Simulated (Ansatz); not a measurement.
## SiC (space group P6_3mc, No. 186)

```cif
data_C6Si6
_chemical_formula_sum 'Si6 C6'
_space_group_name_H-M_alt 'P63mc'
_space_group_IT_number 186
_space_group_name_Hall 'P 6c -2c'
_cell_length_a 3.07849
_cell_length_b 3.07849
_cell_length_c 15.10682
_cell_angle_alpha 90.000
_cell_angle_beta 90.000
_cell_angle_gamma 120.000
loop_
_atom_site_label
_atom_site_type_symbol
_atom_site_symmetry_multiplicity
_atom_site_Wyckoff_symbol
_atom_site_fract_x
_atom_site_fract_y
_atom_site_fract_z
_atom_site_occupancy
Si1 Si 2 a 0.00000 0.00000 0.49982 1
Si2 Si 2 b 0.33333 0.66667 0.33309 1
Si3 Si 2 b 0.66667 0.33333 0.16660 1
C1 C 2 a 0.00000 0.00000 0.37447 1
C2 C 2 b 0.33333 0.66667 0.20810 1
C3 C 2 b 0.66667 0.33333 0.04163 1
```

Level of theory: r2SCAN (Ansatz, a first-principles code, PAW, without spin-orbit coupling). Γ-centred 10×10×2 mesh, Fermi–Dirac width 0.05 eV.

```json
{
  "volume_per_atom": "10.33 Å³",
  "density": "3.22 g/cm³",
  "band_gap": "2.39 eV (uncertain: the edges found on the path are not clean extrema)",
  "total_energy": "-445.667 eV/atom (σ→0; compares only within this code and set-up)"
}
```

Whether these cells are dynamically stable was not tested.
